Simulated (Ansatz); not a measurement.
**What Si → Ge does to Si**

Base system: Si in the diamond structure (space group Fd-3m, No. 227; a = 5.4338 Å).

One thing is altered: Ge takes the place of Si on all its sites; the structure is relaxed again.

Method: DFT with PBEsol, PAW potentials and a 420 eV plane-wave cutoff in Ansatz (a quantum-chemistry and plane-wave program), no spin-orbit coupling. k-mesh 14×14×14 (Γ-centred); smearing 0.05 eV (Fermi–Dirac), for the changed cell.

The density rises by 2.95 g/cm³ to 5.28 g/cm³ and the lattice parameter a increases by 0.242 Å, from 5.434 Å to 5.676 Å. The space group remains Fd-3m (No. 227) and the band gap becomes zero (base: 0.47 eV).

Final structure:

```
CELL_PARAMETERS angstrom
      0.00000     2.83808     2.83808
      2.83808     0.00000     2.83808
      2.83808     2.83808     0.00000
ATOMIC_POSITIONS crystal
  Ge 0.50000 0.50000 0.50000
  Ge 0.75000 0.75000 0.75000
```

Cost of the whole job for the changed cell (relaxation, final SCF and bands): around 25 core-seconds (rough).

Stability against distortions was not tested. The zero or small gap of Ge can change with the level of theory.
